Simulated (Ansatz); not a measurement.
The parent structure is Bi2Se3 in the Bi2Te3 type structure (space group R-3m, No. 166; a = 4.144 Å, c = 28.448 Å (hexagonal axes)).

One thing is altered: full substitution Se → Te, then cell and atoms are relaxed.

Levels (all Ansatz, a quantum-chemistry and plane-wave program, PAW): PBE-D3(BJ) (420 eV, no spin-orbit coupling); HSE06 (420 eV, without spin-orbit coupling).

The geometry is relaxed with PBE-D3(BJ).

| Quantity | Value |
|---|---|
| PBE-D3(BJ) lowest conduction level above the VBM at special points | Γ 0.26 eV; L 0.57 eV; T 0.83 eV |

With HSE06 at the same geometry, the lowest conduction level above the VBM at special points changes from Γ 0.26 eV; L 0.57 eV; T 0.83 eV to Γ 0.61 eV; L 0.91 eV; T 1.14 eV.

Single points use the geometry relaxed with PBE-D3(BJ). The levels and masses belong to the bands next to the band gap. Whether these cells are dynamically stable was not tested.
